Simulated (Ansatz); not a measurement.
Base system: HfN in the rock salt structure (space group Fm-3m, No. 225; a = 4.5480 Å).

Level of theory: PBE (Ansatz, a program for electronic structure; PAW; 420 eV plane waves; without spin-orbit coupling), earlier PAW set.

Base values:

The magnetic state comes out as not spin-polarised and the lattice parameter a is 4.548 Å.

Now apply this change: every Hf is replaced by Gd, then cell and atoms are relaxed.

Tabulated Pauling electronegativity and covalent radius: Hf 1.30, 1.75 Å; Gd 1.20, 1.96 Å.

Estimate the effect on the magnetic state and lattice parameter a.

The magnetic state becomes ferromagnetic (base: not spin-polarised); the lattice parameter a goes up by 0.436 Å (4.548 Å → 4.984 Å).

Other magnetic orders, which the real material may have, were not ruled out. The state of the 4f shell was not checked for lower solutions. Whether these cells are dynamically stable was not tested. Spin-polarised in the final run: GdN; the other runs are not. An odd electron count without spin: HfN.
